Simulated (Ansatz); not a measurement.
# A computed series for Cu: alloy series

Consider Cu in the fcc (Cu type) structure (space group Fm-3m, No. 225).

```xyz
1
Lattice="0.0000 1.7819 1.7819 1.7819 0.0000 1.7819 1.7819 1.7819 0.0000" Properties=species:S:1:pos:R:3 pbc="T T T"
Cu     0.0000     0.0000     0.0000
```

The other end (x = 1) is Au in the fcc (Cu type) structure (space group Fm-3m, No. 225): 17.02 Å³/atom, gap zero.

Au replaces a fraction x of Cu; each row is one arrangement (x, atoms in the cell, starting space group or random), fully relaxed.

Levels (all Ansatz, a quantum-chemistry and plane-wave program, PAW): PBEsol (420 eV, scalar-relativistic without spin-orbit coupling); r2SCAN (500 eV, scalar-relativistic without spin-orbit coupling).

Pressures by level, all at the geometries relaxed with PBEsol:

```
case                            PBEsol   r2SCAN
-----------------------------  -------  -------
base                           0.0 GPa  1.8 GPa
x(Au) = 0.333, 3 atoms, P-3m1  0.0 GPa        …
x(Au) = 0.5, 2 atoms, R-3m     0.0 GPa        …
x(Au) = 0.5, 4 atoms, P4/nmm   0.0 GPa  3.8 GPa
x(Au) = 0.5, 2 atoms, P4/mmm   0.0 GPa  3.8 GPa
```

Question: What belongs in the blanks?

Answer: 
- x(Au) = 0.333, 3 atoms, P-3m1, r2SCAN: 3.2 GPa
- x(Au) = 0.5, 2 atoms, R-3m, r2SCAN: 3.7 GPa

Single points use the geometry relaxed with PBEsol. Their cutoffs differ, which shifts pressures a little. Each cell is one ordered arrangement of few atoms, which overstates ordering effects compared with a random alloy. No phonon test of stability was made. All final runs are without spin polarisation. Under x(Au) = 0.5, 4 atoms, P4/nmm the cell changed shape so far that it is another structure.
